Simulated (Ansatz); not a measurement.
Take MgS in the rock salt structure (space group Fm-3m, No. 225; a = 5.129 Å) as the base. Axes: x, y, z lie along the cube axes.

All numbers come from LDA (Ansatz, an electronic-structure program, PAW, without spin-orbit coupling).

Strains are applied to the cell and any free atomic positions relax; under biaxial strain the out-of-plane vector relaxes too.

One change was made to it. Results:

```tsv
quantity	base	after
smallest direct gap	3.83 eV	3.37 eV
shortest interatomic distance	2.565 Å	2.590 Å
valence-band top at Γ (three highest levels, from the VBM)	0.00, 0.00, 0.00 eV	0.00, -0.29, -0.29 eV
```

### Question
What was done to the base?
A) biaxial strain +2.08 %, plane normal [111], relaxed out of plane
B) biaxial strain +2.50 %, plane normal [111], relaxed out of plane
C) biaxial strain +0.83 %, plane normal [111], relaxed out of plane
D) biaxial strain −0.42 %, plane normal [111], relaxed out of plane

### Answer
A, biaxial strain +2.08 %, plane normal [111], relaxed out of plane. For comparison, the valence-band top at Γ in the other runs: biaxial strain +2.50 %, plane normal [111], relaxed out of plane gives 0.00, -0.34, -0.34 eV; biaxial strain +0.83 %, plane normal [111], relaxed out of plane gives 0.00, -0.12, -0.12 eV; biaxial strain −0.42 %, plane normal [111], relaxed out of plane gives 0.00, 0.00, -0.06 eV.

Whether these cells are dynamically stable was not tested.
